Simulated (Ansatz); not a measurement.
The reference is BN in the zinc blende structure (space group F-43m, No. 216; a = 3.605 Å). Axes: x, y, z lie along the cube axes.

Computed with PBEsol in Ansatz (plane waves to 420 eV, PAW, no spin-orbit coupling), earlier PAW set.

Base values:

The band gap is 4.29 eV. The valence-band top at Γ is 0.00, 0.00, 0.00 eV.

Perturbation: the symmetric strain tensor [-0.0073 -0.0112 -0.0037; -0.0112 -0.0068 0.0149; -0.0037 0.0149 -0.0149], atoms relaxed at fixed cell.

Question: Predict the new band gap and valence-band top at Γ.

Answer: The band gap drops by 0.23 eV (4.29 eV → 4.06 eV); the valence-band top at Γ (three highest levels, from the VBM) changes from 0.00, 0.00, 0.00 eV to 0.00, -0.12, -0.29 eV.

Stability against distortions was not tested.

Ansatz is a quantum-chemistry and plane-wave program.
